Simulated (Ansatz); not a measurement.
Effect of Si → C on MnSi

Take MnSi (space group P2_13, No. 198; a = 4.5182 Å; ferromagnetic) as the base.

Now apply this change: C takes the place of Si on all its sites, then cell and atoms are relaxed.

Method: plane-wave PAW DFT at the PBE level (Ansatz, a first-principles code, 420 eV), no spin-orbit coupling, earlier PAW set. k-mesh 12×12×12 (Γ-centred); smearing 0.05 eV (Fermi–Dirac), for the changed cell.

The volume per atom falls by 3.37 Å³ (11.53 Å³ → 8.16 Å³) and the density rises by 0.83 g/cm³ (5.98 g/cm³ → 6.81 g/cm³). The lattice parameter a decreases by 0.492 Å to 4.026 Å and the space group remains P2_13 (No. 198). The band gap remains zero and the magnetic state changes from ferromagnetic to non-magnetic. The largest site moment drops by 0.98 μB to 0.00 μB.

Final structure:

```yaml
crystal:
  lattice:
    - [4.02620, 0.00000, 0.00000]
    - [0.00000, 4.02620, 0.00000]
    - [0.00000, 0.00000, 4.02620]
  atoms:
    - { symbol: Mn, position: [0.10462, 0.10462, 0.10462] }
    - { symbol: Mn, position: [0.60462, 0.39538, 0.89538] }
    - { symbol: Mn, position: [0.89538, 0.60462, 0.39538] }
    - { symbol: Mn, position: [0.39538, 0.89538, 0.60462] }
    - { symbol: C, position: [0.82963, 0.82963, 0.82963] }
    - { symbol: C, position: [0.32963, 0.67037, 0.17037] }
    - { symbol: C, position: [0.17037, 0.32963, 0.67037] }
    - { symbol: C, position: [0.67037, 0.17037, 0.32963] }
```

The magnetic state is the one reached from the starting moments; the real material's order can differ, and small cells can't hold many antiferromagnetic ones. No phonon test of stability was made. As relaxed here, MnC is a hypothetical phase, not in the database extracts checked. Seeded moments were not kept for Si → C. Spin-polarised in the final run: base; the other runs are not.
